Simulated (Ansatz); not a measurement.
Abridged Ansatz (an electronic-structure program) output:

```
Relaxation: its limit of steps is 50 (relax.max_steps)
Pseudopotential: Si, paw, valence charge 4
Pseudopotential: O, paw, valence charge 6
Crystal: 12 atoms, lattice volume = 189.837 Å³
Basis set: ecut = 420 eV, 3665 PW (Γ), exchange–correlation on 72×72×100 points (8 copies of the dense FFT grid, shifted against one another)
Bands: 44, of which v1, the nominal top of the filled ones, is band 32 counted from 1 (31 counted from 0)
Symmetry: 8 space group operations
k-points: 18 of 100 (time reversal used)
Functional: x = pbe(κ = 0.804, μ = 0.2195149727645171), c = pbe(β = 0.06672455060314922)
SCF iter   1: F=—  HF=-7096.217145 eV  |F-HF|=—  |Δ(HF+E_count)|=         —  Δρ=1.14e-3  dr2=9.47e-4  ethr=1.77e-3  ⟨swp⟩=6.6  Hψ=4107  notcnv=0  defer=41
SCF iter   2: F=—  HF=-7096.220058 eV  |F-HF|=—  |Δ(HF+E_count)|=   2.91e-3  Δρ=5.06e-4  dr2=1.44e-4  ethr=1.48e-6  ⟨swp⟩=2.2  Hψ=1518  notcnv=0  defer=53
SCF 1 converged in 7 iterations: F = -7096.221084 eV  dr2 = 1.30e-10
relax step   1: F+E_penalty+E_count = -7096.22108440 eV  Δ(F+E_penalty+E_count) = +0.000e0 eV  max|allowed force component| = 6.164e-1 eV/Å  Δτ_max = 0.0000 Å  (7 SCF iters, accepted)
Crystal: 12 atoms, lattice volume = 189.837 Å³
SCF iter   1: F=—  HF=-7096.275844 eV  |F-HF|=—  |Δ(HF+E_count)|=         —  Δρ=2.65e-3  dr2=8.53e-3  ethr=1.16e-5  ⟨swp⟩=3.0  Hψ=2743  notcnv=0  defer=100
SCF iter   2: F=—  HF=-7096.273499 eV  |F-HF|=—  |Δ(HF+E_count)|=   2.35e-3  Δρ=1.22e-3  dr2=1.86e-3  ethr=1.16e-5  ⟨swp⟩=2.4  Hψ=1192  notcnv=0  defer=100
SCF 2 converged in 7 iterations: F = -7096.272980 eV  dr2 = 2.51e-10
relax step   2: F+E_penalty+E_count = -7096.27298018 eV  Δ(F+E_penalty+E_count) = -5.190e-2 eV  max|allowed force component| = 4.645e-1 eV/Å  Δτ_max = 0.0166 Å  (7 SCF iters, accepted)
Crystal: 12 atoms, lattice volume = 189.837 Å³
SCF iter   1: F=—  HF=-7096.379928 eV  |F-HF|=—  |Δ(HF+E_count)|=         —  Δρ=9.17e-3  dr2=1.01e-1  ethr=1.64e-3  ⟨swp⟩=4.6  Hψ=2202  notcnv=0  defer=90
SCF iter   2: F=—  HF=-7096.353900 eV  |F-HF|=—  |Δ(HF+E_count)|=   2.60e-2  Δρ=4.29e-3  dr2=2.36e-2  ethr=1.58e-4  ⟨swp⟩=2.8  Hψ=1452  notcnv=0  defer=90
SCF 3 converged in 8 iterations: F = -7096.347622 eV  dr2 = 2.02e-10
relax step   3: F+E_penalty+E_count = -7096.34762231 eV  Δ(F+E_penalty+E_count) = -7.464e-2 eV  max|allowed force component| = 6.489e-2 eV/Å  Δτ_max = 0.0589 Å  (8 SCF iters, accepted)
Crystal: 12 atoms, lattice volume = 189.837 Å³
[...]
  atom   7  O     -0.00155418    -0.00037084     0.00002091
  atom   8  O     -0.00155418     0.00037084    -0.00002091
  atom   9  O      0.00037084    -0.00155418     0.00002091
  atom  10  O      0.00037084     0.00155418    -0.00002091
  atom  11  O     -0.00037084    -0.00155418    -0.00002091
  atom  12  O     -0.00037084     0.00155418     0.00002091
--- Stress (GPa, compression-positive) ---
        0.198620       0.000000       0.000000
        0.000000       0.198620       0.000000
        0.000000       0.000000      -1.623974
  P = ⅓ Tr σ = -0.4089 GPa (-4.089 kbar)
--- Relaxed structure (5 steps of the walk, 5 accepted, 0 SCFs on fresh bases) ---
  atoms:
    - { symbol: Si, position: [0.2874817751636012, 0.2874817751636012, 3.9372744750016665e-20] }
    - { symbol: Si, position: [0.7874817751636011, 0.21251822483639882, 0.7499999999999999] }
    - { symbol: Si, position: [0.21251822483639882, 0.7874817751636011, 0.24999999999999997] }
    - { symbol: Si, position: [0.7125182248363989, 0.7125182248363989, 0.49999999999999994] }
    - { symbol: O, position: [0.24350150105645288, 0.08167731345956593, 0.16642374992248643] }
    - { symbol: O, position: [0.7435015010564529, 0.41832268654043403, 0.5835762500775137] }
    - { symbol: O, position: [0.25649849894354704, 0.581677313459566, 0.08357625007751356] }
    - { symbol: O, position: [0.7564984989435471, 0.918322686540434, 0.6664237499224862] }
    - { symbol: O, position: [0.918322686540434, 0.7564984989435471, 0.33357625007751357] }
    - { symbol: O, position: [0.41832268654043403, 0.7435015010564529, 0.4164237499224864] }
    - { symbol: O, position: [0.581677313459566, 0.25649849894354704, 0.9164237499224862] }
    - { symbol: O, position: [0.08167731345956593, 0.24350150105645288, 0.8335762500775136] }
```

Question: What was computed, and what are the main results?

Answer: SiO2, 12 atoms in the cell, with Ansatz PBE, no spin-orbit coupling. The last SCF converged to F = -7096.350277 eV, or -591.3625 eV per atom, at a pressure of -0.41 GPa. The total energy compares only with runs of the same code, potentials and settings.

The cells carry an imposed strain or load. Whether these cells are dynamically stable was not tested. The cell was made from SiO2 (space group P4_12_12, No. 92) by this change: uniaxial strain ε_zz = +3.42 %.

Keys are those of Ansatz 0.2.
